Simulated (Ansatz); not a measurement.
Crystal: BAs (F-43m, zinc blende, 2 atoms a cell, 14.0 Å³ an atom, -3 GPa at this level); both levels run on this one cell.

Complex bands along the normal of (111) by Ansatz (plane waves, PAW, no spin-orbit coupling). r2SCAN gives a gap of 1.41 eV and a slowest mid-gap decay of 0.122 1/Å.

Question: What does PBE give on the same cell, and what does that do to the current through 2 nm?

Answer: Gap 1.22 eV, κ = 0.118 1/Å. The mid-gap transmission through 2 nm changes by exp(2 × 20 × (0.122 − 0.118)) = a factor of 1.2 against r2SCAN.

Ansatz is an electronic-structure program.
